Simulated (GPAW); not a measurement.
Band structure of Yb (Fm-3m, 1 atom in the cell).

```yaml
crystal:
  lattice:
    - [0.00000, 2.72463, 2.72463]
    - [2.72463, 0.00000, 2.72463]
    - [2.72463, 2.72463, 0.00000]
  atoms:
    - { symbol: Yb, position: [0.00000, 0.00000, 0.00000] }
```

Method: PBE, GPAW PAW datasets PBE (gpaw-data 1.0.1) (plane waves; GPAW).

Settings: mode = pw; ecut = 800 eV; xc = PBE; kpts = 10 10 10; mesh shift (steps) = 0 0 0; occupations.name = fermi-dirac; occupations.width = 0.1 eV; nbands = -7; convergence.density = 1e-05 e/electron; symmetry.symmorphic = false; symmetry.tolerance = 0.0005; maxiter = 150; bandpath_npoints = 40.

The starting cell comes from a database of computed structures (which also holds hypothetical and non-ambient phases and stackings), without a prior relaxation at this level. Spin-orbit coupling is off. Spin polarisation is off.

Levels in eV from the Fermi level, bands 9 to 16:
```json
[
 {"point": "Γ", "9": "-0.53", "10": "-0.45", "11": "-0.45", "12": "-0.45", "13": "2.76", "14": "2.76", "15": "2.76", "16": "4.65"},
 {"point": "X", "9": "-0.52", "10": "-0.50", "11": "-0.48", "12": "-0.48", "13": "0.26", "14": "1.31", "15": "6.04", "16": "6.43"},
 {"point": "W", "9": "-0.51", "10": "-0.51", "11": "-0.50", "12": "0.02", "13": "0.70", "14": "0.70", "15": "2.43", "16": "6.29"},
 {"point": "K", "9": "-0.51", "10": "-0.49", "11": "-0.48", "12": "-0.18", "13": "0.11", "14": "1.00", "15": "4.19", "16": "4.36"},
 {"point": "L", "9": "-0.53", "10": "-0.47", "11": "-0.47", "12": "-0.44", "13": "0.10", "14": "2.56", "15": "2.56", "16": "6.03"},
 {"point": "U", "9": "-0.51", "10": "-0.49", "11": "-0.48", "12": "-0.18", "13": "0.11", "14": "1.00", "15": "4.19", "16": "4.36"}
]
```

Bands cross the Fermi level along this path, so the cell is metallic at this level.
